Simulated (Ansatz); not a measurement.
**A computed series for Pt: response to strain**

Consider Pt in the fcc (Cu type) structure (space group Fm-3m, No. 225; relaxed with 0.1 eV smearing).

```
CELL_PARAMETERS angstrom
      0.00000     1.97088     1.97088
      1.97088     0.00000     1.97088
      1.97088     1.97088     0.00000
ATOMIC_POSITIONS crystal
  Pt 0.00000 0.00000 0.00000
```

Cartesian axes are those of the cell as printed.

Strains are applied to the cell and any free atomic positions relax; under biaxial strain the out-of-plane vector relaxes too.

Method: r2SCAN (Ansatz, a quantum-chemistry and plane-wave program; PAW; 500 eV plane waves; without spin-orbit coupling).

Notes on the quantities. energy relative to the base: free energy F.

```csv
"biaxial strain, plane normal [111], relaxed out of plane (%)",energy relative to the base (meV/atom)
0,0.0
0.42,0.5
0.83,2.0
1.25,4.5
1.67,?
2.08,12.0
2.5,17.0
```

Question: Fit ΔE = Aε² + Bε³ (ε in %) to the rows shown and predict the withheld row.

Answer: Least squares on the printed values gives A = 3.03 and B = -0.12 meV/atom (largest residual 0.0 meV/atom); this predicts 7.9 meV/atom, and the run gives 7.9 meV/atom, in agreement.

Stability against distortions was not tested. The final runs are not spin-polarised. Pt lies near a magnetic instability that expansion can trigger; it was not tested.
